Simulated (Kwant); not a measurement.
Model system: zigzag graphene ribbon with Haldane second-neighbour hopping. 19 zigzag chains, bond 0.142 nm, hopping 2.7 eV, scattering region 12 nm long; sites with one neighbour are removed; energy swept from -1.5 to 1.5 eV from the neutrality point. Staggered potential ±Δ on the two sublattices, Δ = 0.18 eV. Second-neighbour term iλ/(3√3) ν with λ = 0.66 eV, a model term that the material doesn't have.

Constants are typed, rounded textbook-type inputs, not results; the design itself was drawn at random and stands for no fabricated device.

Kwant, nearest-neighbour tight-binding model of a honeycomb sheet with an imaginary second-neighbour term, one spin, coherent transport at 0 K. Conductance is in e²/h.

Task: Is the sheet in its topological phase, how wide is its bulk gap, and what conductance is due inside it?

Result: At the two valleys the masses are λ ± Δ = 0.840 and 0.480 eV; the bulk gap is 2|λ − Δ| = 0.960 eV. λ > Δ, so the phase is topological, with edge channels that give G = 1. Simulated at 0.200 eV: 1.00 e²/h.
